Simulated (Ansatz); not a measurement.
Structures of equal composition on the (111) surface of fcc Ir: a layer of Rh in place of the second plane; a layer of Rh in place of the third plane. The slabs share one bottom face, and each structure is named by its start. These are constructed structures in small cells; real faces may alloy, dewet or reconstruct in larger ones, and not all known structures of the face are among them. Slabs of about 11 Å, Fermi-Dirac smearing of 0.1 eV. Bottom of the slabs: a bare face, its two planes held. Relaxed from the named starts with such symmetry as they have, on meshes of like density; energies extrapolated to zero smearing; spin only where a row says so; no spin-orbit coupling, no U. Brackets mark spin-polarised runs, whose order is one that fits the cell.

Calculation: PBE (plane waves to 420 eV, PAW; Ansatz, a first-principles code).

Rank these by energy per 1x1 cell (lowest first), as PBE gives it.

a layer of Rh in place of the second plane (0.000 eV), a layer of Rh in place of the third plane (0.022 eV)
